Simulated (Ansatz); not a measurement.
Electronic density of states of amorphous Ga24O39W, density 5.13 g/cm³, on a 2×2×2 Γ-centred mesh with a Gaussian width of 0.1 eV; energies count from the Fermi level, whose place inside the gap is arbitrary. Cell and mesh are small, so fine structure isn't converged. The numbers are results of PBE, scalar-relativistic without spin-orbit coupling (plane waves to 420 eV, PAW; Ansatz, a program for electronic structure), not measurements. Sampling: a 2×2×2 Γ-centred mesh; Fermi-Dirac width 0.02 eV; no spin polarisation. At PBE the levels at the filled edge of the gap are localised (band-tail or defect states), and the nearest spread-out levels lie 2.0 eV apart at the zone centre.

Preparation: random packing, a CHGNet melt and quench, and a DFT relaxation. O atoms were pushed apart under 1.9 Å during the dynamics, to hinder bonds among them. The hot cell started wider than the set density and was brought back towards it in steps. It is the lowest in DFT energy of 2 quenches. It is a model cell: composition and starting density were chosen by hand, and all elements were melted together. No dispersion term was used. Its density started from a set value of 5.13 and ended at 5.13 g/cm³. Cooling (nominally 330 K/ps over its main leg) ran many orders faster than in experiment, which tends to leave more defects and strain. Values belong to this one cell and scatter from quench to quench. The volume was held where the preparation left it and the shape relaxed, at a PBE pressure of -1.0 GPa (tension). Stress components on the final sampling reach 1.1 GPa.

(E - EF (eV), states/(eV atom)): (-12.00, 0.00); (-11.90, 0.00); (-11.80, 0.00); (-11.70, 0.00); (-11.60, 0.00); (-11.50, 0.00); (-11.40, 0.00); (-11.30, 0.00); (-11.20, 0.00); (-11.10, 0.00); (-11.00, 0.00); (-10.90, 0.00); (-10.80, 0.00); (-10.70, 0.00); (-10.60, 0.00); (-10.50, 0.00); (-10.40, 0.00); (-10.30, 0.00); (-10.20, 0.00); (-10.10, 0.00); (-10.00, 0.00); (-9.90, 0.00); (-9.80, 0.00); (-9.70, 0.00); (-9.60, 0.00); (-9.50, 0.00); (-9.40, 0.00); (-9.30, 0.00); (-9.20, 0.00); (-9.10, 0.00); (-9.00, 0.00); (-8.90, 0.00); (-8.80, 0.00); (-8.70, 0.00); (-8.60, 0.00); (-8.50, 0.00); (-8.40, 0.00); (-8.30, 0.00); (-8.20, 0.00); (-8.10, 0.00); (-8.00, 0.03); (-7.90, 0.09); (-7.80, 0.21); (-7.70, 0.32); (-7.60, 0.31); (-7.50, 0.32); (-7.40, 0.39); (-7.30, 0.37); (-7.20, 0.30); (-7.10, 0.30); (-7.00, 0.33); (-6.90, 0.38); (-6.80, 0.39); (-6.70, 0.35); (-6.60, 0.30); (-6.50, 0.26); (-6.40, 0.27); (-6.30, 0.27); (-6.20, 0.28); (-6.10, 0.26); (-6.00, 0.26); (-5.90, 0.26); (-5.80, 0.28); (-5.70, 0.30); (-5.60, 0.33); (-5.50, 0.38); (-5.40, 0.44); (-5.30, 0.42); (-5.20, 0.40); (-5.10, 0.45); (-5.00, 0.58); (-4.90, 0.59); (-4.80, 0.52); (-4.70, 0.51); (-4.60, 0.54); (-4.50, 0.56); (-4.40, 0.57); (-4.30, 0.58); (-4.20, 0.55); (-4.10, 0.56); (-4.00, 0.57); (-3.90, 0.60); (-3.80, 0.61); (-3.70, 0.64); (-3.60, 0.70); (-3.50, 0.68); (-3.40, 0.64); (-3.30, 0.65); (-3.20, 0.65); (-3.10, 0.60); (-3.00, 0.60); (-2.90, 0.65); (-2.80, 0.62); (-2.70, 0.65); (-2.60, 0.71); (-2.50, 0.77); (-2.40, 0.78); (-2.30, 0.80); (-2.20, 0.87); (-2.10, 0.92); (-2.00, 0.93); (-1.90, 0.91); (-1.80, 0.89); (-1.70, 0.88); (-1.60, 0.87); (-1.50, 0.83); (-1.40, 0.84); (-1.30, 0.67); (-1.20, 0.38); (-1.10, 0.18); (-1.00, 0.16); (-0.90, 0.30); (-0.80, 0.16); (-0.70, 0.02); (-0.60, 0.00); (-0.50, 0.00); (-0.40, 0.00); (-0.30, 0.00); (-0.20, 0.00); (-0.10, 0.00); (0.00, 0.00); (0.10, 0.00); (0.20, 0.00); (0.30, 0.00); (0.40, 0.00); (0.50, 0.00); (0.60, 0.00); (0.70, 0.01); (0.80, 0.02); (0.90, 0.01); (1.00, 0.00); (1.10, 0.00); (1.20, 0.00); (1.30, 0.00); (1.40, 0.00); (1.50, 0.00); (1.60, 0.01); (1.70, 0.03); (1.80, 0.05); (1.90, 0.06); (2.00, 0.06); (2.10, 0.08); (2.20, 0.13); (2.30, 0.14); (2.40, 0.16); (2.50, 0.21); (2.60, 0.20); (2.70, 0.20); (2.80, 0.15); (2.90, 0.10); (3.00, 0.11); (3.10, 0.08); (3.20, 0.07); (3.30, 0.08); (3.40, 0.10); (3.50, 0.12); (3.60, 0.15); (3.70, 0.18); (3.80, 0.20); (3.90, 0.20); (4.00, 0.19); (4.10, 0.20); (4.20, 0.18); (4.30, 0.18); (4.40, 0.26); (4.50, 0.25); (4.60, 0.26); (4.70, 0.31); (4.80, 0.28); (4.90, 0.25); (5.00, 0.27); (5.10, 0.32); (5.20, 0.30); (5.30, 0.28); (5.40, 0.31); (5.50, 0.30); (5.60, 0.29); (5.70, 0.27); (5.80, 0.28); (5.90, 0.30); (6.00, 0.25); (6.10, 0.23); (6.20, 0.28); (6.30, 0.28); (6.40, 0.28); (6.50, 0.32); (6.60, 0.34); (6.70, 0.30); (6.80, 0.31); (6.90, 0.30); (7.00, 0.35); (7.10, 0.41); (7.20, 0.36); (7.30, 0.32); (7.40, 0.35); (7.50, 0.38)

The level gap on this mesh is 1.65 eV; the broadening fills part of it in the curve.
